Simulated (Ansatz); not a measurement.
Take ZnCu in the CsCl type structure (space group Pm-3m, No. 221; a = 2.919 Å) as the base. Axes: x, y, z lie along the cube axes.

Computed with r2SCAN (Ansatz, a program for electronic structure, PAW, no spin-orbit coupling).

Before the change:

```
Quantity                        Result
-----------------------------  -------
Shortest interatomic distance  2.528 Å
```

Now apply this change: a free-standing slab of 3 layers (6 atoms, 2 a layer) is cut normal to [110], with 15 Å of vacuum and the in-plane cell held at bulk.

Estimate the effect on the shortest interatomic distance.

The shortest interatomic distance drops by 0.051 Å, from 2.528 Å to 2.477 Å.

What does the calculation give for the change of the spacing d12 from its bulk value of 2.064 Å after the change?

The change of the spacing d12 from its bulk value of 2.064 Å is +0.4 %.

What does the calculation give for the excess energy per area of both faces after the change?

The excess energy per area of both faces (slab less bulk energy over the cell's area: twice a surface energy) is 2.7 J/m² (uncertain by up to 0.08 J/m²).

Slab and bulk use different k-meshes, which limits the precision of the excess energy. No phonon test of stability was made. All final runs are without spin polarisation.
